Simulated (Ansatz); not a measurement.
Reference: LaBi (Fm-3m), PBEsol, DFPT electron-phonon coupling, linearised Boltzmann equation (plane waves, PAW, scalar-relativistic; Ansatz, a first-principles code); geometry: relaxed with this functional, without spin-orbit coupling.

Space group Fm-3m (No. 225); a = 6.5572 Å, b = 6.5572 Å, c = 6.5572 Å, α = 90.00°, β = 90.00°, γ = 90.00°

```csv
atom,site,symmetry,x,y,z
La,4b,m-3m,0.5000,0.5000,0.5000
Bi,4a,m-3m,0.0000,0.0000,0.0000
```
(The calculation used a cell of 2 atoms; values per cell refer to that cell.)

| Item | Value |
|---|---|
| resistivity at 300 K | 42 μΩ·cm |

Question: Replace Bi by Sb on the same sites and relax. What happens?

Answer: LaSb (Fm-3m): volume per atom 35.2 to 33.6 Å³; resistivity at 300 K stays about the same (42 μΩ·cm to 41 μΩ·cm).

Question: Replace La by Sc on the same sites and relax. What happens?

Answer: ScBi (Fm-3m): volume per atom 35.2 to 26.2 Å³; resistivity at 300 K falls (42 μΩ·cm to 18.2 μΩ·cm).

Question: Swap Bi for As, keeping the structure type. How do these values move?

Answer: LaAs (Fm-3m): volume per atom 35.2 to 28.5 Å³; resistivity at 300 K rises (42 μΩ·cm to 68 μΩ·cm).

Moves up to 17 % count as about the same. Metals; harmonic phonons alone scatter; means over directions. Halving the electron mesh moves these values by up to 12 %; q meshes are mostly untested. Some of the runs warned that the eigensolver left states short of its tolerance. Spin-orbit coupling is left out.

Formula and space group known from diffraction (Crystallography Open Database), not checked to be the room-temperature form: LaAs (Fm-3m), LaBi (Fm-3m), LaSb (Fm-3m). Computed structure with no diffraction record at hand here (it may be known, metastable or hypothetical): ScBi (Fm-3m). The missing spin-orbit coupling matters most for LaBi (Fm-3m), ScBi (Fm-3m).
